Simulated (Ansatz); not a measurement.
Defect: interstitial H in anatase TiO2, charge state +1. Method: PBE, PAW (plane waves to 420 eV; Ansatz, an electronic-structure program).

108-site cell at the relaxed PBE lattice, the Γ point alone, smearing 0.01 eV, spin-restricted, no finite-size correction. Energies are static. The charge state is imposed; whether it is stable for some Fermi level was not computed. Sites that were not tried may lie lower.

Barriers: single points on a 2×2×2 k-point mesh shifted by half a step at the bands' geometries.

Relaxed starting cell (atoms counted from 1):

```yaml
crystal:
  lattice:
    - [11.39627, 0.00000, 0.00000]
    - [0.00000, 11.39627, 0.00000]
    - [0.00000, 0.00000, 9.70070]
  atoms:
    - { symbol: Ti, position: [0.00106, 0.16654, 0.25340] }
    - { symbol: Ti, position: [0.00199, 0.50010, 0.25899] }
    - { symbol: Ti, position: [0.00107, 0.83366, 0.25340] }
    - { symbol: Ti, position: [0.33452, 0.16679, 0.24815] }
    - { symbol: Ti, position: [0.33606, 0.50010, 0.24736] }
    - { symbol: Ti, position: [0.33453, 0.83340, 0.24815] }
    - { symbol: Ti, position: [0.66700, 0.16668, 0.24860] }
    - { symbol: Ti, position: [0.66749, 0.50010, 0.24776] }
    - { symbol: Ti, position: [0.66700, 0.83351, 0.24859] }
    - { symbol: Ti, position: [0.00134, 0.00010, 0.99688] }
    - { symbol: Ti, position: [0.00504, 0.32225, 0.99628] }
    - { symbol: Ti, position: [0.00502, 0.67793, 0.99627] }
    - { symbol: Ti, position: [0.33493, 0.00009, 0.99869] }
    - { symbol: Ti, position: [0.33670, 0.33347, 0.99896] }
    - { symbol: Ti, position: [0.33669, 0.66670, 0.99895] }
    - { symbol: Ti, position: [0.66782, 0.00010, 0.99862] }
    - { symbol: Ti, position: [0.66860, 0.33209, 0.99849] }
    - { symbol: Ti, position: [0.66859, 0.66809, 0.99849] }
    - { symbol: O, position: [0.99998, 0.16489, 0.04102] }
    - { symbol: O, position: [0.97338, 0.50010, 0.03229] }
    - { symbol: O, position: [0.99997, 0.83529, 0.04103] }
    - { symbol: O, position: [0.33222, 0.16735, 0.04090] }
    - { symbol: O, position: [0.33481, 0.50010, 0.04249] }
    - { symbol: O, position: [0.33223, 0.83284, 0.04091] }
    - { symbol: O, position: [0.66710, 0.16651, 0.04144] }
    - { symbol: O, position: [0.67461, 0.50010, 0.04136] }
    - { symbol: O, position: [0.66709, 0.83368, 0.04145] }
    - { symbol: O, position: [0.16870, 0.16691, 0.29189] }
    - { symbol: O, position: [0.16909, 0.50008, 0.29109] }
    - { symbol: O, position: [0.16870, 0.83327, 0.29189] }
    - { symbol: O, position: [0.50132, 0.16630, 0.29197] }
    - { symbol: O, position: [0.50168, 0.50009, 0.29244] }
    - { symbol: O, position: [0.50133, 0.83388, 0.29197] }
    - { symbol: O, position: [0.83484, 0.16879, 0.29092] }
    - { symbol: O, position: [0.83395, 0.50009, 0.29215] }
    - { symbol: O, position: [0.83484, 0.83139, 0.29092] }
    - { symbol: O, position: [0.00237, 0.00009, 0.20684] }
    - { symbol: O, position: [0.00570, 0.33550, 0.20198] }
    - { symbol: O, position: [0.00571, 0.66469, 0.20198] }
    - { symbol: O, position: [0.33565, 0.00009, 0.20492] }
    - { symbol: O, position: [0.33624, 0.33327, 0.20616] }
    - { symbol: O, position: [0.33623, 0.66692, 0.20617] }
    - { symbol: O, position: [0.66893, 0.00009, 0.20607] }
    - { symbol: O, position: [0.66671, 0.33345, 0.20530] }
    - { symbol: O, position: [0.66671, 0.66673, 0.20530] }
    - { symbol: O, position: [0.00148, 0.16752, 0.45502] }
    - { symbol: O, position: [0.00140, 0.50010, 0.45510] }
    - { symbol: O, position: [0.00147, 0.83267, 0.45502] }
    - { symbol: O, position: [0.33483, 0.16657, 0.45637] }
    - { symbol: O, position: [0.33500, 0.50010, 0.45689] }
    - { symbol: O, position: [0.33484, 0.83362, 0.45637] }
    - { symbol: O, position: [0.66811, 0.16670, 0.45584] }
    - { symbol: O, position: [0.66788, 0.50010, 0.45723] }
    - { symbol: O, position: [0.66811, 0.83350, 0.45584] }
    - { symbol: Ti, position: [0.16835, 0.00010, 0.74875] }
    - { symbol: Ti, position: [0.16763, 0.33356, 0.74711] }
    - { symbol: Ti, position: [0.16763, 0.66664, 0.74712] }
    - { symbol: Ti, position: [0.50093, 0.00010, 0.74881] }
    - { symbol: Ti, position: [0.50073, 0.33324, 0.74831] }
    - { symbol: Ti, position: [0.50074, 0.66696, 0.74830] }
    - { symbol: Ti, position: [0.83373, 0.00010, 0.74850] }
    - { symbol: Ti, position: [0.83363, 0.33249, 0.74828] }
    - { symbol: Ti, position: [0.83363, 0.66771, 0.74827] }
    - { symbol: Ti, position: [0.16969, 0.16620, 0.49899] }
    - { symbol: Ti, position: [0.17166, 0.50009, 0.49912] }
    - { symbol: Ti, position: [0.16970, 0.83397, 0.49898] }
    - { symbol: Ti, position: [0.50127, 0.16648, 0.49916] }
    - { symbol: Ti, position: [0.50157, 0.50009, 0.49989] }
    - { symbol: Ti, position: [0.50127, 0.83371, 0.49916] }
    - { symbol: Ti, position: [0.83333, 0.16660, 0.49867] }
    - { symbol: Ti, position: [0.83156, 0.50009, 0.50049] }
    - { symbol: Ti, position: [0.83333, 0.83359, 0.49867] }
    - { symbol: O, position: [0.16713, 0.00009, 0.54098] }
    - { symbol: O, position: [0.16795, 0.33367, 0.54181] }
    - { symbol: O, position: [0.16795, 0.66652, 0.54180] }
    - { symbol: O, position: [0.50187, 0.00010, 0.54180] }
    - { symbol: O, position: [0.50154, 0.33342, 0.54204] }
    - { symbol: O, position: [0.50155, 0.66677, 0.54204] }
    - { symbol: O, position: [0.83578, 0.00010, 0.54037] }
    - { symbol: O, position: [0.83517, 0.33365, 0.54163] }
    - { symbol: O, position: [0.83516, 0.66654, 0.54163] }
    - { symbol: O, position: [0.00081, 0.00009, 0.79160] }
    - { symbol: O, position: [0.00154, 0.32915, 0.79058] }
    - { symbol: O, position: [0.00154, 0.67104, 0.79057] }
    - { symbol: O, position: [0.33425, 0.00009, 0.79165] }
    - { symbol: O, position: [0.33357, 0.33164, 0.79304] }
    - { symbol: O, position: [0.33358, 0.66855, 0.79304] }
    - { symbol: O, position: [0.66740, 0.00010, 0.79184] }
    - { symbol: O, position: [0.66713, 0.33277, 0.79086] }
    - { symbol: O, position: [0.66713, 0.66741, 0.79087] }
    - { symbol: O, position: [0.16872, 0.16655, 0.70567] }
    - { symbol: O, position: [0.16768, 0.50010, 0.70555] }
    - { symbol: O, position: [0.16872, 0.83364, 0.70567] }
    - { symbol: O, position: [0.50044, 0.16669, 0.70603] }
    - { symbol: O, position: [0.49935, 0.50009, 0.70627] }
    - { symbol: O, position: [0.50044, 0.83349, 0.70603] }
    - { symbol: O, position: [0.83285, 0.16626, 0.70497] }
    - { symbol: O, position: [0.83486, 0.50009, 0.70738] }
    - { symbol: O, position: [0.83284, 0.83394, 0.70497] }
    - { symbol: O, position: [0.16715, 0.00009, 0.95560] }
    - { symbol: O, position: [0.16608, 0.33998, 0.95785] }
    - { symbol: O, position: [0.16607, 0.66021, 0.95784] }
    - { symbol: O, position: [0.50062, 0.00010, 0.95635] }
    - { symbol: O, position: [0.50119, 0.33557, 0.95641] }
    - { symbol: O, position: [0.50120, 0.66463, 0.95642] }
    - { symbol: O, position: [0.83435, 0.00010, 0.95550] }
    - { symbol: O, position: [0.83399, 0.33097, 0.95454] }
    - { symbol: O, position: [0.83399, 0.66924, 0.95454] }
    - { symbol: H, position: [0.88779, 0.50008, 0.01925] }
```
Cell charge +1.

End state 1 differs by these moves (Å; atoms that move under 0.08 Å are left out):

```
atom  element     Δx     Δy     Δz
----  -------  -----  -----  -----
2          Ti   0.03   0.00  -0.12
11         Ti  -0.03   0.12   0.03
12         Ti  -0.03  -0.12   0.03
20          O   0.31   0.00   0.07
62         Ti  -0.03  -0.12   0.03
63         Ti  -0.03   0.12   0.03
71         Ti   0.03   0.00  -0.12
89          O   0.03   0.08  -0.01
90          O   0.03  -0.08  -0.01
98          O   0.31   0.00   0.07
101         O   0.03  -0.08  -0.01
102         O   0.03   0.08  -0.01
109         H   0.69   0.00  -2.83
```

Problem. What forward and backward barriers to end state 1 does PBE, PAW give?

Solution. forward 1.02 eV, backward 1.02 eV; at the saddle point atom 109 has neighbours 2 O at 1.25 Å. The check of the saddle point's order was inconclusive, and it lies on a symmetry element of the cell, where a band can be held.
